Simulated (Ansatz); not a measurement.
CsCl-type CoAl was calculated with revPBE in Ansatz (plane waves, PAW).

Run with plane-wave cutoff 520 eV, 16×16×16 k mesh, Fermi–Dirac smearing 0.1 eV, perturbation theory, no spin polarisation, scalar-relativistic PAW data made under PBE.

Computed at the level's own relaxed cell.

```xyz
2
Lattice="2.8684 0.0000 0.0000 0.0000 2.8684 0.0000 0.0000 0.0000 2.8684" Properties=species:S:1:pos:R:3 pbc="T T T"
Al     1.4342     1.4342     1.4342
Co     0.0000     0.0000     0.0000
```

Harmonic phonon frequencies (cm⁻¹; i marks an imaginary mode):

```json
[
 {"q point": "Γ", "frequencies": "0 0 0 321 321 321"},
 {"q point": "X", "frequencies": "200 200 247 282 282 396"},
 {"q point": "M", "frequencies": "181 181 228 274 375 375"},
 {"q point": "R", "frequencies": "235 235 235 352 352 352"}
]
```

No imaginary mode appears at these points.

Ansatz is an electronic-structure program.
